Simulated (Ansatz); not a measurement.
Consider the energy of the reaction as written. Reaction: cell B → cell A. A negative value means that the right-hand side lies lower.

Cell A: a sheet of composition W2, 2 atoms, hexagonal cell of 4.14 Å (14.8 Å²), symmetry P6/mmm within 0.02 Å, 0.0 Å thick under 16 Å of vacuum, in-plane vectors relaxed; planes from bottom to top: W2, all atoms in one plane; a model cell; spin state with PBE: no moments, k-point mesh 18×18×1.
```yaml
crystal:
  lattice:
    - [4.13587, 0.00000, 0.00000]
    - [-2.06794, 3.58177, 0.00000]
    - [0.00000, 0.00000, 16.00000]
  atoms:
    - { symbol: W, position: [0.33333, 0.66667, 0.50000] }
    - { symbol: W, position: [0.66667, 0.33333, 0.50000] }
```

Cell B: a sheet of composition W2, 2 atoms, hexagonal cell of 3.09 Å (8.3 Å²), symmetry P-3m1 within 0.02 Å, 1.7 Å thick under 15 Å of vacuum, in-plane vectors relaxed; planes from bottom to top: W × 2; a model cell; spin state with PBE: no moments, k-point mesh 18×18×1.
```yaml
crystal:
  lattice:
    - [3.08735, 0.00000, 0.00000]
    - [-1.54367, 2.67372, 0.00000]
    - [0.00000, 0.00000, 16.88680]
  atoms:
    - { symbol: W, position: [0.33333, 0.66667, 0.55047] }
    - { symbol: W, position: [0.66667, 0.33333, 0.44953] }
```

Computed with Ansatz (plane waves, PAW), its PAW set soft_1, cutoff 420 eV, 500 eV for r2SCAN. The structures are at rest with PBE; other levels are single points on them. Neutral cells; Fermi-Dirac smearing of at most 0.10 eV in the solids, energies taken to zero width. The lattices are those relaxed with PBE, so at other levels the solids can be strained, which adds to the spread. A dispersion term (D3(BJ), or D4 for r2SCAN) was computed beside these levels and is taken off wherever the name lacks it. Space groups of crystals are read within 0.01 Å. Static lattices, no vibrational contributions. Spin-orbit coupling is left out. The cells' k-point meshes differ in density, so the last digit is unsettled. Cell A has symmetry P6/mmm within 0.02 Å and got no random move, so less symmetric positions, which may lie lower, weren't tried. Cell B has symmetry P-3m1 within 0.02 Å and got no random move, so less symmetric positions, which may lie lower, weren't tried.

Question: What value does PBE give?

Answer: 4.22 eV, for cell B → cell A.

Question: What do the other levels give, and how wide is the spread?

Answer: 
| Level | value (eV) | less PBE |
|---|---|---|
| r2SCAN | 4.55 | 0.33 |

The levels shown span 0.33 eV, from PBE (4.22) to r2SCAN (4.55).

Ansatz is a first-principles code.
